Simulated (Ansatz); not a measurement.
Zinc-blende AgF (model structure), treated with r²SCAN+rVV10 in Ansatz (PAW).

Run with plane-wave cutoff 500 eV, 14×14×14 k mesh, Fermi–Dirac smearing 0.05 eV, no spin polarisation, scalar-relativistic PAW data made under PBE.

Cell (relaxed at this level):

```cif
data_AgF
_chemical_formula_sum 'Ag1 F1'
_space_group_name_H-M_alt 'P 1'
_space_group_IT_number 1
_cell_length_a 3.75449
_cell_length_b 3.75449
_cell_length_c 3.75449
_cell_angle_alpha 60.000
_cell_angle_beta 60.000
_cell_angle_gamma 60.000
loop_
_space_group_symop_operation_xyz
  'x, y, z'
loop_
_atom_site_label
_atom_site_type_symbol
_atom_site_fract_x
_atom_site_fract_y
_atom_site_fract_z
_atom_site_occupancy
Ag1 Ag 0.00000 0.00000 0.00000 1
F1 F 0.25000 0.25000 0.25000 1
```

**Question.** What does this level give for the band gap?

**Answer.** 
* **band gap**: 0.27 eV (on the SCF k mesh)

Note: the relaxation could raise the start's symmetry but not lower it, so the cell can be a saddle point.

Spin–orbit coupling is not included.

Computed values are for the static lattice.

Computing time: around 22 core-seconds (rough).

A model structure was made by putting elements into a prototype or built by hand; it is no filed structure, need not be a known phase, and can be a saddle point held by its symmetry.

Ansatz is a first-principles code.
